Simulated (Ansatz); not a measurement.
The parent structure is IrO2 in the rutile structure (space group P4_2/mnm, No. 136; a = 4.529 Å, c = 3.180 Å).

Structures relaxed with PBE (Ansatz, a quantum-chemistry and plane-wave program, PAW, no SOC).

Base:

Simulated powder pattern, Cu Kα, λ = 1.54184 Å (kinematic, ideal powder, no thermal factors, no anomalous dispersion; the 14 strongest lines at most, above 2 %, up to 2θ = 90°):

| 2θ (°) | I/Imax (%) | hkl |
|---|---|---|
| 27.86 | 100 | (110) |
| 34.46 | 97 | (101) |
| 39.80 | 29 | (200) |
| 53.65 | 70 | (211) |
| 57.56 | 15 | (220) |
| 58.01 | 8.3 | (002) |
| 65.13 | 17 | (310) |
| 65.55 | 19 | (112) |
| 68.84 | 19 | (301) |
| 72.66 | 11 | (202) |
| 82.58 | 17 | (321) |
| 85.82 | 4.6 | (400) |
| 86.20 | 10 | (222) |

One thing is altered: cell and atoms relaxed at a pressure of 18 GPa.

After the change:

Simulated powder pattern, Cu Kα, λ = 1.54184 Å (kinematic, ideal powder, no thermal factors, no anomalous dispersion; the 14 strongest lines at most, above 2 %, up to 2θ = 90°):

| 2θ (°) | I/Imax (%) | hkl |
|---|---|---|
| 28.57 | 100 | (110) |
| 35.00 | 99 | (101) |
| 40.84 | 29 | (200) |
| 54.86 | 69 | (211) |
| 58.66 | 8.5 | (002) |
| 59.14 | 15 | (220) |
| 66.53 | 19 | (112) |
| 66.97 | 17 | (310) |
| 70.60 | 19 | (301) |
| 73.95 | 11 | (202) |
| 84.92 | 17 | (321) |
| 88.11 | 10 | (222) |
| 88.51 | 4.6 | (400) |

The indices refer to the base's conventional cell; one index is shown for lines that coincide.

Load acts through the strain it causes; cell and atoms are relaxed under it. No phonon test of stability was made. Competing high-pressure phases were not computed. No Hubbard U is applied, and correlation can decide whether such a compound is a metal. All final runs are without spin polarisation.
